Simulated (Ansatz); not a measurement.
Start from MoSi2 (space group I4/mmm, No. 139; a = 3.1901 Å, c = 7.8220 Å; relaxed with 0.1 eV smearing).

Computed with PBEsol (Ansatz, a first-principles code, PAW, no spin-orbit coupling).

Strains are applied to the cell and any free atomic positions relax.

One change was made to it. Results:

```json
[
 {"quantity": "energy relative to the base (free energy F)", "base": "0 meV/atom", "after": "+17 meV/atom"},
 {"quantity": "pressure (mean of the normal stresses, compression positive)", "base": "0.0 GPa", "after": "-8.9 GPa"}
]
```

### Question
What was done to the base?
(A) isotropic strain +1.50 %
(B) isotropic strain +2.50 %
(C) isotropic strain −2.50 %

### Answer
A, isotropic strain +1.50 %. For comparison, the energy relative to the base in the other runs: isotropic strain −2.50 % gives +56 meV/atom; isotropic strain +2.50 % gives +47 meV/atom.

Stability against distortions was not tested. The final runs are not spin-polarised.
